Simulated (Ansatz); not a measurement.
Ge2Sb2Te5 (model structure, P3m1, No. 156, 9 atoms in the cell) was calculated with PBE (PAW; Ansatz, a program for electronic structure).

Numerical settings: plane-wave cutoff 520 eV, 12×12×2 k mesh (along the axes of the cell as run), Fermi–Dirac smearing 0.01 eV, scalar-relativistic PAW data made under PBE.

Cell (relaxed at this level):

```xyz
9
Lattice="4.2820 0.0000 0.0000 -2.1410 3.7083 0.0000 0.0000 0.0000 17.7110" Properties=species:S:1:pos:R:3 pbc="T T T"
Te     0.0000     0.0000    17.5969
Sb     0.0000     2.4722     1.6559
Te     2.1410     1.2361     3.6154
Sb     0.0000     0.0000     5.6951
Te     0.0000     2.4722     7.4071
Te     2.1410     1.2361    10.3539
Ge     0.0000     0.0000    11.7624
Te     0.0000     2.4722    13.9957
Ge     2.1410     1.2361    15.4308
```

**Question.** Predict the band gap, smallest direct gap on the k points sampled and Γ–Γ gap.

**Answer.** 
band gap: 0.27 eV
smallest direct gap on the k points sampled: 0.33 eV
Γ–Γ gap: 0.42 eV

Note: the relaxation could raise the start's symmetry but not lower it, so the cell can be a saddle point.

Spin–orbit coupling is not included; it can close the smallest gap of 0.27 eV.

Computed values are for the static lattice.

A model structure was made by putting elements into a prototype or built by hand; it is no filed structure, need not be a known phase, and can be a saddle point held by its symmetry.
